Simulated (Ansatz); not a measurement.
Ansatz (a first-principles code) run on MoS₂ (R3m, 3 atoms in the cell): self-consistent single point.

Method of the run: PBE (plane waves, PAW; Ansatz).

```xyz
3
Lattice="1.6265 0.9391 6.6221 -1.6265 0.9391 6.6221 0.0000 -1.8782 6.6221" Properties=species:S:1:pos:R:3 pbc="T T T"
Mo     0.0000     0.0000    19.8620
S      0.0000     0.0000     8.2035
S      0.0000     0.0000     5.0322
```

Reference input (self-consistent single point, DFT, PBE, plane waves, default PAW files): basis.ecutwfc = 420 eV; kpoints.mp_grid.grid = 6 6 6; hamiltonian.xc = pbe; hamiltonian.pseudopotentials = {kind: paw} (the program's default PAW files); scf.occupations.method = fixed. This run's input differs from it in these lines:

Ansatz 0.2 input:
```diff
@@ -10,3 +10,3 @@
 basis:
-  ecutwfc: 420.0
+  ecutwfc: 250.0
 kpoints:
```

Output (repeated stretches shortened):

```
SCF iter   1: F=—  HF=-6762.022484 eV  |F-HF|=—  |Δ(HF+E_count)|=         —  Δρ=1.20e-2  dr2=3.70e-2  ethr=1.77e-3  ⟨swp⟩=4.8  Hψ=2463  notcnv=0  defer=55
all-band conjugate gradients solve this SCF's bands
preconditioner: auto → none
SCF iter   2: F=—  HF=-6762.032041 eV  |F-HF|=—  |Δ(HF+E_count)|=   9.56e-3  Δρ=8.63e-3  dr2=9.47e-2  ethr=1.42e-4  ⟨swp⟩=2.0  Hψ=1283  notcnv=0  defer=61
SCF iter   3: F=—  HF=-6762.026579 eV  |F-HF|=—  |Δ(HF+E_count)|=   5.46e-3  Δρ=5.77e-3  dr2=4.23e-2  ethr=1.42e-4  ⟨swp⟩=2.1  Hψ=832  notcnv=0  defer=64
   [... lines left out ...]
SCF iter   5: F=—  HF=-6762.022738 eV  |F-HF|=—  |Δ(HF+E_count)|=   2.97e-4  Δρ=7.93e-4  dr2=6.84e-4  ethr=2.64e-5  ⟨swp⟩=2.2  Hψ=672  notcnv=0  defer=64
SCF iter   6: F=—  HF=-6762.022707 eV  |F-HF|=—  |Δ(HF+E_count)|=   3.04e-5  Δρ=2.32e-4  dr2=1.63e-5  ethr=2.63e-6  ⟨swp⟩=2.2  Hψ=733  notcnv=0  defer=62
SCF iter   7: F=—  HF=-6762.022965 eV  |F-HF|=—  |Δ(HF+E_count)|=   2.58e-4  Δρ=6.28e-5  dr2=8.67e-7  ethr=6.28e-8  ⟨swp⟩=2.2  Hψ=820  notcnv=0
SCF iter   8: F=-6762.022966 eV  HF=-6762.022966 eV  |F-HF|=1.61e-8  |Δ(HF+E_count)|=   9.53e-7  Δρ=1.08e-5  dr2=3.79e-8  ethr=3.85e-10  ⟨swp⟩=5.2  Hψ=2890  notcnv=0
SCF 1 converged in 8 iterations: F = -6762.022966 eV  dr2 = 3.79e-8
Free energy (F): -6762.022966 eV
Internal energy: -6762.022966 eV  (E = F + TS)
E sigma→0 (E₀):  -6762.022966 eV
Fermi energy:    8.832215 eV
--- Forces (eV/Å), atoms counted from 1 ---
  atom   1  Mo     0.00000000    -0.00000000     0.00015004
  atom   2  S     -0.00000000     0.00000002    -0.69722843
  atom   3  S      0.00000000    -0.00000002     0.69699549
--- Stress (GPa, compression-positive) ---
       -6.087466       0.000000      -0.000000
        0.000000      -6.087466      -0.000000
       -0.000000      -0.000000      -5.215777
  P = ⅓ Tr σ = -5.7969 GPa (-57.969 kbar)
  The stress holds the Pulay correction. Without it, at fixed plane waves, as pw.x and ABINIT print it: P = -18.3617 GPa
```

The run converged in 8 iterations. Against the reference run the free energy rises by 238 meV/atom, the pressure goes from -6.49 to -5.80 GPa, the largest force goes from 0.792 to 0.697 eV/Å and the gap on the mesh stays at 1.028 eV.

The starting cell comes from a database of computed structures (which also holds hypothetical and non-ambient phases and stackings), without a prior relaxation at this level. Its lattice was rescaled by a random factor within 2.5 % of one. Ansatz's pressure includes its estimate of the finite-basis (Pulay) stress. Without the estimate this run gives -18.36 GPa. The cutoff lies below the one recommended for these files.
